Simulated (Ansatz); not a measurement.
An Ansatz (an electronic-structure program) run: Ta with a change (H interstitial (started 1.75 Å from the nearest host atom)); PBE/PAW in Ansatz, no spin-orbit coupling, earlier PAW set.

Input:

Ansatz 0.2 input:
```yaml
crystal:
  lattice:
    - [-3.3197387598, 3.3197387598, 3.3197387598]
    - [3.3197387598, -3.3197387598, 3.3197387598]
    - [4.9796081397, 4.9796081397, -1.6598693799]
  atoms:
    - { symbol: Ta, position: [-0.0048415411, -0.0018341422, -0.0003934703] }
    - { symbol: Ta, position: [0.0002919572, 0.4983855747, -0.0040519547] }
    - { symbol: Ta, position: [0.4956478319, 0.0020354521, 0.0019283102] }
    - { symbol: Ta, position: [0.498899357, 0.4997271809, -0.0014655003] }
    - { symbol: Ta, position: [0.3361466233, 0.3337403232, 0.3305245978] }
    - { symbol: Ta, position: [0.166630043, 0.166640838, 0.6647160536] }
    - { symbol: Ta, position: [0.3387051991, 0.8358599281, 0.338184317] }
    - { symbol: Ta, position: [0.1677820791, 0.6671351439, 0.6643666303] }
    - { symbol: Ta, position: [0.8368745109, 0.3363073107, 0.333052705] }
    - { symbol: Ta, position: [0.6665605143, 0.170803364, 0.6676557354] }
    - { symbol: Ta, position: [0.841738411, 0.8340989321, 0.3390288138] }
    - { symbol: Ta, position: [0.6664844743, 0.6642126573, 0.6678075907] }
    - { symbol: H, position: [-0.0001155613, 0.248675613, 0.1650381406] }
basis: { ecutwfc: 420, ecutrho_ratio: 4, xc_grid: 2, fft_grid_basis: typed }
kpoints: { mp_grid: { grid: [7, 7, 5] } }
hamiltonian:
  xc: pbe
  dispersion: none
  pseudopotentials: { azcp: { folder: ./paw }, kind: paw }
scf: { occupations: { method: fermi_dirac, width: 0.05 }, convergence: { dr2_threshold: 0.0000000013 } }
relax: { f_tol: 0.02, max_steps: 45 }
output: { forces: true, stress: true }
checkpoint: { write: state.ck, write_every: 1000 }
```

Output (explanatory and most iteration lines left out):

```
Relaxation: its limit of steps is 45 (relax.max_steps)
Pseudopotential: Ta, paw, valence charge 13
Pseudopotential: H, paw, valence charge 1
Crystal: 13 atoms, lattice volume = 219.514 Å³
Basis set: ecut = 420 eV, 4325 PW (Γ), exchange–correlation on 80×80×100 points (8 copies of the dense FFT grid, shifted against one another)
Bands: 95, of which v1, the nominal top of the filled ones, is band 79 counted from 1 (78 counted from 0)
Symmetry: 1 space group operations
Space group: P1 (ITA 1), of the structure as read, at distance tolerance 6.0e-5 Å
k-points: 123 of 245 (time reversal used)
Functional: x = pbe(κ = 0.804, μ = 0.2195149727645171), c = pbe(β = 0.06672455060314922)
SCF iter   1: F=—  HF=-119216.491224 eV  |F-HF|=—  |Δ(HF+E_count)|=         —  Δρ=4.65e-2  dr2=5.22e0  ethr=3.10e-3  ⟨swp⟩=5.5  Hψ=44111  notcnv=0  defer=37
SCF iter   2: F=—  HF=-119215.287361 eV  |F-HF|=—  |Δ(HF+E_count)|=    1.20e0  Δρ=2.77e-2  dr2=1.68e0  ethr=3.10e-3  ⟨swp⟩=2.0  Hψ=18669  notcnv=0  defer=642
SCF 1 converged in 10 iterations: F = -119214.741191 eV  dr2 = 1.88e-10
relax step   1: F+E_penalty+E_count = -119214.74119066 eV  Δ(F+E_penalty+E_count) = +0.000e0 eV  max|allowed force component| = 2.149e0 eV/Å  Δτ_max = 0.0000 Å  (10 SCF iters, accepted)
Crystal: 13 atoms, lattice volume = 219.514 Å³
SCF iter   1: F=—  HF=-119214.989503 eV  |F-HF|=—  |Δ(HF+E_count)|=         —  Δρ=1.73e-2  dr2=1.63e0  ethr=1.04e-3  ⟨swp⟩=1.1  Hψ=40092  notcnv=0  defer=557
SCF iter   2: F=—  HF=-119214.793329 eV  |F-HF|=—  |Δ(HF+E_count)|=   1.96e-1  Δρ=9.79e-3  dr2=4.49e-1  ethr=1.04e-3  ⟨swp⟩=1.5  Hψ=11194  notcnv=0  defer=557
SCF 2 converged in 10 iterations: F = -119214.688598 eV  dr2 = 9.52e-10
relax step   2: F+E_penalty+E_count = -119214.68859764 eV  Δ(F+E_penalty+E_count) = +5.259e-2 eV  max|allowed force component| = 1.273e0 eV/Å  Δτ_max = 0.1913 Å  (10 SCF iters, rejected (line search))
Crystal: 13 atoms, lattice volume = 219.514 Å³
SCF iter   1: F=—  HF=-119215.165471 eV  |F-HF|=—  |Δ(HF+E_count)|=         —  Δρ=1.10e-2  dr2=6.06e-1  ethr=3.65e-4  ⟨swp⟩=1.2  Hψ=37204  notcnv=0  defer=571
SCF iter   2: F=—  HF=-119215.094849 eV  |F-HF|=—  |Δ(HF+E_count)|=   7.06e-2  Δρ=6.17e-3  dr2=1.55e-1  ethr=3.65e-4  ⟨swp⟩=1.7  Hψ=11292  notcnv=0  defer=571
SCF 3 converged in 9 iterations: F = -119215.060234 eV  dr2 = 1.11e-9
relax step   3: F+E_penalty+E_count = -119215.06023394 eV  Δ(F+E_penalty+E_count) = -3.190e-1 eV  max|allowed force component| = 4.773e-1 eV/Å  Δτ_max = 0.0947 Å  (9 SCF iters, accepted)
Crystal: 13 atoms, lattice volume = 219.514 Å³
SCF iter   1: F=—  HF=-119215.099128 eV  |F-HF|=—  |Δ(HF+E_count)|=         —  Δρ=3.54e-3  dr2=2.57e-2  ethr=5.56e-4  ⟨swp⟩=2.6  Hψ=20015  notcnv=0  defer=588
SCF iter   2: F=—  HF=-119215.096842 eV  |F-HF|=—  |Δ(HF+E_count)|=   2.29e-3  Δρ=2.06e-3  dr2=6.19e-3  ethr=1.63e-5  ⟨swp⟩=1.2  Hψ=13549  notcnv=0  defer=596
SCF 4 converged in 9 iterations: F = -119215.095985 eV  dr2 = 5.09e-11
relax step   4: F+E_penalty+E_count = -119215.09598489 eV  Δ(F+E_penalty+E_count) = -3.575e-2 eV  max|allowed force component| = 1.769e-1 eV/Å  Δτ_max = 0.0995 Å  (9 SCF iters, accepted)
Crystal: 13 atoms, lattice volume = 219.514 Å³
SCF iter   1: F=—  HF=-119215.105459 eV  |F-HF|=—  |Δ(HF+E_count)|=         —  Δρ=2.37e-3  dr2=1.15e-2  ethr=6.82e-5  ⟨swp⟩=3.2  Hψ=21086  notcnv=0  defer=593
SCF iter   2: F=—  HF=-119215.104140 eV  |F-HF|=—  |Δ(HF+E_count)|=   1.32e-3  Δρ=1.40e-3  dr2=3.98e-3  ethr=7.30e-6  ⟨swp⟩=1.0  Hψ=13531  notcnv=0  defer=593
SCF 5 converged in 8 iterations: F = -119215.103617 eV  dr2 = 5.94e-10
relax step   5: F+E_penalty+E_count = -119215.10361674 eV  Δ(F+E_penalty+E_count) = -7.632e-3 eV  max|allowed force component| = 7.714e-3 eV/Å  Δτ_max = 0.0646 Å  (8 SCF iters, accepted)
SCF converged after 8 iterations
[...]
Fermi energy:    18.278221 eV
--- Forces (eV/Å), atoms counted from 1 ---
  atom   1  Ta     0.00497292     0.00025993     0.00133381
  atom   2  Ta     0.00010057     0.00094073    -0.00072422
  atom   3  Ta    -0.00220195     0.00394913     0.00124299
  atom   4  Ta    -0.00165633     0.00005614    -0.00251666
  atom   5  Ta    -0.00137924    -0.00166747     0.00083404
  atom   6  Ta    -0.00180158     0.00202295     0.00361440
  atom   7  Ta    -0.00135360    -0.00061745    -0.00322332
  atom   8  Ta     0.00183872    -0.00291385    -0.00128855
  atom   9  Ta     0.00112061     0.00053984    -0.00068231
  atom  10  Ta    -0.00007376     0.00171736    -0.00380412
  atom  11  Ta    -0.00014573    -0.00268739     0.00273509
  atom  12  Ta     0.00011564    -0.00195165    -0.00523638
  atom  13  H      0.00046122     0.00035207     0.00771410
--- Stress (GPa, compression-positive) ---
        2.560783       0.237533       0.160347
        0.237533       2.536708       0.158405
        0.160347       0.158405       2.414481
  P = ⅓ Tr σ = 2.5040 GPa (25.040 kbar)
--- Relaxed structure (5 steps of the walk, 4 accepted, 0 SCFs on fresh bases) ---
  atoms:
    - { symbol: Ta, position: [-0.00465132477690111, -0.011269170078859789, -0.006460470885788116] }
    - { symbol: Ta, position: [-0.0029017097016805216, 0.5026784915389559, -0.006384874225557002] }
    - { symbol: Ta, position: [0.4935625222634361, -0.004780440484887016, -0.0015625856728547771] }
    - { symbol: Ta, position: [0.5010738371488215, 0.4987961733699446, -0.0013770055003728282] }
    - { symbol: Ta, position: [0.33930799752962393, 0.3329547874460854, 0.3396686904324545] }
    - { symbol: Ta, position: [0.16460507416724382, 0.16356456889311904, 0.666637877011957] }
    - { symbol: Ta, position: [0.3331333243931463, 0.8347069518967942, 0.33483390905244875] }
    - { symbol: Ta, position: [0.16409673503301203, 0.6652435395527696, 0.6654117555421651] }
    - { symbol: Ta, position: [0.8254564506360483, 0.3312300866393494, 0.3397438234192163] }
    - { symbol: Ta, position: [0.6630394250891228, 0.1643340839142099, 0.6678942829568104] }
    - { symbol: Ta, position: [0.8295443012259803, 0.8271834572436668, 0.33471941176983655] }
    - { symbol: Ta, position: [0.6657904209208743, 0.6626699696314656, 0.6666464439042314] }
    - { symbol: H, position: [0.03874684477127195, 0.28847567623738674, 0.16662071129545242] }
```

The cell is small, so the values are those of an ordered compound at a high defect concentration; dilute-limit values will differ. The final runs are not spin-polarised. The cell was made from Ta in the bcc (W type) structure (space group Im-3m, No. 229) by this change: H interstitial (started 1.75 Å from the nearest host atom). The defect cell is not spin-polarised.
